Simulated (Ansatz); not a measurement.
**CsCl-type LuPd**

Level of theory: PBEsol (Ansatz, a first-principles code, PAW).

Run with plane-wave cutoff 520 eV, 16×16×16 k mesh, Fermi–Dirac smearing 0.05 eV, scalar-relativistic PAW data made under PBE.

Cell: relaxed at this level.

```
Property                    Result
-------------------  -------------
band gap             zero (no gap)
lattice parameter a        3.390 Å
bulk modulus B0            112 GPa
```

Note: the bulk modulus is −V dP/dV from two relaxed cells at ±2 % in volume.

Spin–orbit coupling is not included.

Computed values are for the static lattice.
